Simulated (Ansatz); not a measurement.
## Response to strain and stress in TiO2

The parent structure is TiO$_{2}$ in the anatase structure (space group I4_1/amd, No. 141).

```
TiO2
1.0
   -1.88893     1.88893     4.79189
    1.88893    -1.88893     4.79189
    1.88893     1.88893    -4.79189
Ti O
2 4
Direct
  0.50000   0.50000   0.00000
  0.25000   0.75000   0.50000
  0.29273   0.29273   0.00000
  0.04273   0.54273   0.50000
  0.45727   0.95727   0.50000
  0.70727   0.70727   0.00000
```

Cartesian axes are those of the cell as printed.

Strains are applied to the cell and any free atomic positions relax; under stress the whole cell relaxes.

The values are results of r2SCAN (Ansatz, a quantum-chemistry and plane-wave program), spin-orbit coupling left out, not measurements.

Candidates:
(a) uniaxial stress, 2 GPa compression along x
(b) uniaxial stress, 5 GPa tension along x
(c) uniaxial strain ε_xx = +5.27 %

Notes on the quantities. energy relative to the base: free energy F.

Task: Order them by energy relative to the base, highest first.

Result: (c) uniaxial strain ε_xx = +5.27 % (+30 meV/atom), (b) uniaxial stress, 5 GPa tension along x (+3.7 meV/atom), (a) uniaxial stress, 2 GPa compression along x (+0.6 meV/atom)

Stability under load was not tested beyond the relaxation. All final runs are without spin polarisation.
